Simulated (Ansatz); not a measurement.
Density of states of GaN (P6_3mc) below the valence band maximum, PBE with spin-orbit coupling, rigid bands in Ansatz (an electronic-structure program); cell volume 45.5 Å³.

(energy from edge (eV), 10⁻³ states/eV/cell): (0.006, 61.5); (0.031, 190); (0.056, 301); (0.081, 385); (0.106, 447); (0.131, 504); (0.156, 554); (0.181, 600); (0.206, 644); (0.231, 687); (0.256, 727); (0.281, 765); (0.319, 825); (0.344, 863); (0.369, 900); (0.394, 938); (0.419, 976); (0.444, 1010); (0.469, 1050); (0.494, 1090); (0.519, 1130); (0.544, 1170); (0.569, 1210); (0.594, 1250)

Task: What effective density of states at 300 K does this give (∫ g(E) exp(−E/k_BT) dE, both spins, divided by the cell's size)?

Result: 8.8e19 cm⁻³, a density-of-states mass of 2.3 mₑ, valleys and band degeneracy included.

Geometry: cell and atoms relaxed with PBEsol.
